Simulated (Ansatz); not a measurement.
The parent structure is GaP in the zinc blende structure (space group F-43m, No. 216; a = 5.452 Å).

Calculations: r2SCAN in Ansatz (plane waves to 500 eV, PAW, spin-orbit coupling left out), earlier PAW set.

Base values:

```
Quantity                                               Result
-----------------------------  ------------------------------
Width of the top valence band                         3.54 eV
Band gap                                              1.85 eV
Gap character                  indirect, Γ → Γ–X (87 % along)
```

The change: every P is replaced by As; the structure is relaxed again.

Predict the new width of the top valence band.

The width of the top valence band drops by 0.14 eV to 3.40 eV.

Predict the new band gap.

The band gap shrinks by 0.88 eV to 0.97 eV.

What happens to the gap character?

The gap character changes from indirect, Γ → Γ–X (87 % along) to direct at Γ.

Stability against distortions was not tested.

Ansatz is a first-principles code.
